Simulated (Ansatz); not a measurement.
Consider BAs in the zinc blende structure (space group F-43m, No. 216; a = 4.783 Å). Axes: x, y, z lie along the cube axes.

The values are results of r2SCAN, PAW, 500 eV (Ansatz, a program for electronic structure; spin-orbit coupling left out), earlier PAW set, not measurements.

Base values:

```
Quantity                                    Result
-----------------------------  -------------------
Band gap                                   1.38 eV
Valence-band top at Γ          0.00, 0.00, 0.00 eV
Shortest interatomic distance              2.071 Å
```

Now apply this change: tensor shear ε_xy = −0.66 % (engineering shear γ = -0.0132); the atoms relax in the strained cell.

Q: Estimate the effect on the band gap.

A: The band gap shrinks by 0.07 eV (1.38 eV → 1.31 eV).

Q: Estimate the effect on the valence-band top at Γ.

A: The valence-band top at Γ (three highest levels, from the VBM) becomes 0.00, -0.05, -0.10 eV (base: 0.00, 0.00, 0.00 eV).

Q: How does this affect the energy relative to the base?

A: The energy grows by 1.2 meV/atom.

Q: Predict the new stress.

A: The stress (xx, yy, zz, yz, xz, xy; compression positive) is (0.03, 0.03, -0.01, 0.00, 0.00, 2.08) GPa.

Q: What happens to the shortest interatomic distance?

A: The shortest interatomic distance drops by 0.006 Å (2.071 Å → 2.065 Å).

Stability against distortions was not tested.
